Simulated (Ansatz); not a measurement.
Functionals compared on a constructed model of the (111) surface of fcc Au, a pseudomorphic layer of Sc in the host's stacking (bottom of the slab: a bare face, its two planes held), in Ansatz (plane waves, PAW). The structure was relaxed with PBE; the other rows are single points on it. Cutoff 420 eV (500 eV for r2SCAN).

Set-up: 7 atoms, 14.7 Å thick at the start; mesh 15x15x1; 0.1 eV smearing; dipole correction on; 2 atoms held, the rest relaxed; symmetry of the start imposed; no spin, no spin-orbit, no U. It is one candidate, not shown to be the stable structure of the face. These notes are the PBE run's.

```csv
functional,work function of the top face (eV),rough cost of the single point
PBE,3.81,–
RPBE,3.70,about 30 core-seconds (a rough figure)
r2SCAN,3.85,roughly 60 core-seconds
```

Ansatz is a program for electronic structure.
